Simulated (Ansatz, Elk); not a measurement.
An Ansatz (a first-principles code) input for a self-consistent single point of Ca (Fm-3m, 1 atom in the cell) (DFT, PBEsol, plane waves, default PAW files made with PBE):

Ansatz 0.2 input:
```yaml
crystal:
  lattice:
    - [0.000000, 2.852822, 2.852822]
    - [2.852822, 0.000000, 2.852822]
    - [2.852822, 2.852822, 0.000000]
  atoms:
    - { symbol: Ca, position: [0.000000, 0.000000, 0.000000] }
basis:
  ecutwfc: 420.0 eV
kpoints:
  mp_grid: { grid: [10, 10, 10] }
hamiltonian:
  xc: pbesol
  pseudopotentials: { kind: paw }
scf:
  occupations: { method: gaussian, width: 0.272 eV }
output:
  forces: true
  eigenvalues: true
  stress: true
```

Translate this input to Elk.

This is the input that was run; spellings and numerical settings could be chosen otherwise.

```
tasks
  0

xctype
  22

rgkmax
  8.0

gmaxvr
  16.0

nxlo
  2

lorbcnd
  .true.

lmaxi
  3

stype
  0

swidth
  0.00999582

scale
  7.624099225

avec
    0.0000000000    0.7071067812    0.7071067812
    0.7071067812    0.0000000000    0.7071067812
    0.7071067812    0.7071067812    0.0000000000

atoms
  1   : nspecies
  'Ca.in'   : spfname
  1   : natoms; atposl, bfcmt below
  0.0000000000  0.0000000000  0.0000000000    0.0 0.0 0.0

ngridk
  10 10 10
```

Basis settings and potentials, where a program has them, do not carry over. This input uses DFT, PBEsol, all-electron FP-LAPW, Elk's shipped species files, APW+lo basis with extra local orbitals.

The starting cell comes from a database of computed structures (which also holds hypothetical and non-ambient phases and stackings), without a prior relaxation at this level. Its lattice was rescaled by a random factor within 2.5 % of one.
